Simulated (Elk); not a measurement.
Band structure of Ag (Fm-3m, 1 atom in the cell).

```yaml
crystal:
  lattice:
    - [0.00000, 2.04500, 2.04500]
    - [2.04500, 0.00000, 2.04500]
    - [2.04500, 2.04500, 0.00000]
  atoms:
    - { symbol: Ag, position: [0.00000, 0.00000, 0.00000] }
```

Computed with PBE, all-electron FP-LAPW, Elk's shipped species files, LAPW+lo basis run with Elk.

Settings: xctype = 20; rgkmax = 7.5; stype = 0; swidth = 0.00367493 Ha; ngridk = 14 14 14; gmaxvr = 14 1/bohr; nxoapwlo = 1; rmtscf = 0.99.

The starting cell has typed, rounded lattice constants, without a prior relaxation at this level. Values depend on the basis (sphere radii, cutoffs, local orbitals), which need not be converged.

Levels in eV from the Fermi level, bands 6 to 13:
```json
[
 {"point": "Γ", "6": "-4.71", "7": "-4.71", "8": "-4.71", "9": "-3.67", "10": "-3.67", "11": "15.95", "12": "19.54", "13": "19.54"},
 {"point": "X", "6": "-6.19", "7": "-2.89", "8": "-2.64", "9": "-2.64", "10": "1.65", "11": "6.80", "12": "10.69", "13": "10.69"},
 {"point": "W", "6": "-4.97", "7": "-4.97", "8": "-3.63", "9": "-2.64", "10": "6.00", "11": "6.00", "12": "7.04", "13": "8.24"},
 {"point": "K", "6": "-5.48", "7": "-3.98", "8": "-3.44", "9": "-2.92", "10": "4.34", "11": "5.30", "12": "7.19", "13": "12.79"},
 {"point": "L", "6": "-4.72", "7": "-4.72", "8": "-2.86", "9": "-2.86", "10": "-0.35", "11": "3.66", "12": "15.23", "13": "17.87"},
 {"point": "U", "6": "-5.48", "7": "-3.98", "8": "-3.44", "9": "-2.92", "10": "4.34", "11": "5.30", "12": "7.19", "13": "12.79"}
]
```

Bands cross the Fermi level along this path, so the cell is metallic at this level.
